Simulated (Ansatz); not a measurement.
Pair distribution function (total) of Mo (bcc), cell Mo54, begun in the crystal structure [in the run: it stayed crystalline; mean temperature 2702 K (target 2660 K); density 9.49 g/cm³, volume +7 % from the start crystal's; mean pressure 1.2 GPa against a target of 0; one k-point, which a denser mesh shifts by 0.2 GPa in pressure and 0.08 eV/Å in forces], from MD at 2702 K. These are PBE (plane waves, PAW; Ansatz, an electronic-structure program) values and carry that method's errors. Volume per atom 16.79 Å³, mean pressure 1.2 GPa. 

```tsv
r (Å)	g(r)
1.82	0.00
1.86	0.00
1.90	0.00
1.94	0.00
1.98	0.00
2.02	0.00
2.06	0.00
2.10	0.00
2.14	0.01
2.18	0.03
2.22	0.05
2.26	0.10
2.30	0.19
2.34	0.32
2.38	0.52
2.42	0.73
2.46	0.98
2.50	1.27
2.54	1.63
2.58	1.86
2.62	2.17
2.66	2.38
2.70	2.52
2.74	2.60
2.78	2.74
2.82	2.56
2.86	2.64
2.90	2.54
2.94	2.50
2.98	2.32
3.02	2.22
3.06	2.11
3.10	1.96
3.14	1.88
3.18	1.70
3.22	1.58
3.26	1.40
3.30	1.24
3.34	1.18
3.38	0.96
3.42	0.84
3.46	0.75
3.50	0.61
3.54	0.57
3.58	0.40
3.62	0.34
3.66	0.26
3.70	0.21
3.74	0.20
3.78	0.15
3.82	0.14
3.86	0.15
3.90	0.13
3.94	0.15
3.98	0.16
4.02	0.21
4.06	0.23
4.10	0.30
4.14	0.36
4.18	0.45
4.22	0.55
4.26	0.64
4.30	0.73
4.34	0.89
4.38	0.95
4.42	1.03
4.46	1.12
4.50	1.14
4.54	1.19
4.58	1.17
4.62	1.16
4.66	1.15
4.70	1.10
4.74	1.06
4.78	0.99
```

Task: State where the first shell ends and the number of neighbours in it.

Result: first minimum near 3.9 Å (g down to about 0.13); 14.0 neighbours in the shell, from n = 4πρ∫r²g(r)dr.
